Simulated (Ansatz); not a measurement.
CoTe (P6_3/mmc), PBEsol, DFPT electron-phonon coupling, linearised Boltzmann equation run with Ansatz (an electronic-structure program): phonon-limited resistivity 17.2 μΩ·cm at 300 K along y (a = (3.85, 0.00, 0.00) Å; b = (-1.93, 3.34, 0.00) Å; c = (0.00, 0.00, 5.20) Å), 23.6 μΩ·cm at 400 K, current-weighted mean free path 6.3 nm, Drude plasma energy 4.75 eV.

Problem. Estimate the electronic thermal conductivity at 300 K by the Wiedemann-Franz law (L₀ = 2.44×10⁻⁸ W·Ω/K²).

Solution. L₀T/ρ = 2.44×10⁻⁸ × 300/(17.2×10⁻⁸) = 42.6 W/(m·K). Inelastic scattering puts the true Lorenz number somewhat under L₀ near and below the Debye temperature.

Problem. What Drude relaxation time do resistivity and plasma energy imply?

Solution. ω_p = 7.22e15 s⁻¹, so τ = 1/(ε₀ ω_p² ρ) = 12.6 fs, a damping ħ/τ of 52.2 meV.

Problem. What is the classical skin depth at 1 GHz (nonmagnetic, μ₀ = 1.257×10⁻⁶ H/m)?

Solution. δ = √(ρ/(π f μ₀)) = 6600 nm.

A metal at this level (no band gap). Only scattering by harmonic phonons is included (no impurities, grain boundaries, electron-electron scattering or thermal expansion). Spin-orbit coupling is left out. Halving the electron mesh (24x24x16) moves the resistivity by up to 9 % at 300 K, the mean free path by up to 8 %. Smearing 0.20 eV; phonons on a 4x4x3 q mesh, which this run doesn't test.

Formula and space group known from diffraction (Crystallography Open Database), not checked to be the room-temperature form: CoTe (P6_3/mmc). Treated as nonmagnetic (a ferromagnetic start lost its moment, other orders weren't tried): CoTe (P6_3/mmc).
